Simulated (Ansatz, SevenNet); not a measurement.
For C11b MoSi₂, the machine-learned potential SevenNet-0 (trained on PBE and PBE+U data) gives:

```
Property                          Value
------------------------------  -------
equilibrium lattice constant a  3.227 Å
lattice parameter c             7.853 Å
```

### Question
What does r²SCAN-D4 (Ansatz, a quantum-chemistry and plane-wave program, PAW) give for the same quantities?

### Answer

- lattice constant a: 3.191 Å (drops by 1.1 %)
- lattice parameter c: 7.799 Å (decreases by 0.7 %)

For comparison: lattice constant a 3.205 Å (measured, temperature not stated, not corrected to a static lattice; as tabulated in Pavlosiuk et al. (2022), arXiv:2202.05362); lattice parameter c 7.845 Å (measured, temperature not stated, not corrected to a static lattice; as tabulated in Pavlosiuk et al. (2022), arXiv:2202.05362).

Changes are worked out from the printed values.

Unless a cell is named, each level is at its own relaxed cell (SevenNet-0 13.63, r²SCAN-D4 13.24 Å³/atom).

Ansatz's density-functional and Hartree–Fock values are scalar-relativistic unless marked +SOC, with PAW data made under PBE.
